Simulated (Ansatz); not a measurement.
Consider a periodic stack without vacuum, bcc Nb (0 0 1) on antifluorite Mg2Si (0 0 1) (film strained to the substrate, started from cuts of the bulks and a machine-learned relaxation; slabs Mg10Si6 and Nb12, which can lie off the formulas): substrate slab Mg10Si6, film Nb12, surface cells [[1, 0], [1, 1]] and [[-1, 1], [-1, -1]], film strained by -3.9 and -3.9 %, outermost planes Si/Si and Nb/Nb as cut, which need not be the usual terminations and can put a slab off its formula. Its start:

```yaml
crystal:
  lattice:
    - [4.49948, 0.00000, -0.06738]
    - [0.00000, 4.49948, -0.09161]
    - [-1.56061, 0.90931, 27.53741]
  atoms:
    - { symbol: Mg, position: [0.43803, 0.01233, 0.08351] }
    - { symbol: Mg, position: [0.91047, 0.49109, 0.08434] }
    - { symbol: Mg, position: [0.56833, 0.91055, 0.31545] }
    - { symbol: Mg, position: [0.07101, 0.40970, 0.31333] }
    - { symbol: Mg, position: [0.01941, 0.45132, 0.19858] }
    - { symbol: Mg, position: [0.51376, 0.93888, 0.19902] }
    - { symbol: Mg, position: [0.63686, 0.93494, 0.54950] }
    - { symbol: Mg, position: [0.13630, 0.49908, 0.54009] }
    - { symbol: Mg, position: [0.10393, 0.40640, 0.42833] }
    - { symbol: Mg, position: [0.61022, 0.91503, 0.43233] }
    - { symbol: Si, position: [0.97705, 0.97132, 0.14237] }
    - { symbol: Si, position: [0.34843, 0.53798, 0.02209] }
    - { symbol: Si, position: [0.08627, 0.91122, 0.37221] }
    - { symbol: Si, position: [0.54304, 0.42802, 0.25723] }
    - { symbol: Si, position: [0.15819, 0.06776, 0.60597] }
    - { symbol: Si, position: [0.62042, 0.41995, 0.48646] }
    - { symbol: Nb, position: [0.20368, 0.07152, 0.71601] }
    - { symbol: Nb, position: [0.70449, 0.57417, 0.71914] }
    - { symbol: Nb, position: [0.17665, 0.57311, 0.65294] }
    - { symbol: Nb, position: [0.67889, 0.08595, 0.65561] }
    - { symbol: Nb, position: [0.25957, 0.05993, 0.84623] }
    - { symbol: Nb, position: [0.76008, 0.56034, 0.84614] }
    - { symbol: Nb, position: [0.23132, 0.56703, 0.78109] }
    - { symbol: Nb, position: [0.73136, 0.06809, 0.78128] }
    - { symbol: Nb, position: [0.31325, 0.04603, 0.97279] }
    - { symbol: Nb, position: [0.81988, 0.54975, 0.97318] }
    - { symbol: Nb, position: [0.29072, 0.55262, 0.91130] }
    - { symbol: Nb, position: [0.78708, 0.05431, 0.90828] }
```

The start was prepared with a machine-learned potential, and the result is one local minimum, with the in-plane cell held and forces under 0.04 eV/Å; the film can end far from its bulk form.

Method: PBE (plane waves to 420 eV, PAW; Ansatz, a first-principles code). No spin–orbit coupling; the runs are not spin-polarised; PBE gaps are too small against experiment. Its k-point mesh 7×7×1, Fermi–Dirac width 0.05 eV.

Predict the relaxed interface.


| Item | Result |
|---|---|
| interface area | 20.3 Å² |
| period | 27.41 Å |
| heights between the nearest atoms of the two slabs at the two interfaces | 1.40 and 1.40 Å |
| Nb–Si contacts across the interfaces within 1.22 times the sum of covalent radii | 10, mean 2.73 Å |
| Mg–Nb contacts across the interfaces within 1.22 times the sum of covalent radii | 4, mean 3.11 Å |
| estimate of the barrier | withheld, since the Fermi level falls at or inside a band of the host, which a slab this thin can't settle |
